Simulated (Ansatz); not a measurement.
The starting structures come from a database of crystals and need not be the phases stable at ambient conditions.

Crystal: ZrS2 (P-3m1, CdI2 type, not sure to be the ambient phase, 3 atoms a cell, 21.8 Å³ an atom, 3 GPa at this level); both levels run on this one cell.

Complex bands along the normal of (001) by Ansatz (plane waves, PAW, no spin-orbit coupling). r2SCAN gives a gap of 0.96 eV and a slowest mid-gap decay of 0.152 1/Å.

Problem. What does PBE give on the same cell, and what does that do to the current through 2 nm?

Solution. Gap 0.66 eV, κ = 0.127 1/Å. The mid-gap transmission through 2 nm changes by exp(2 × 20 × (0.152 − 0.127)) = a factor of 2.7 against r2SCAN.

Ansatz is an electronic-structure program.
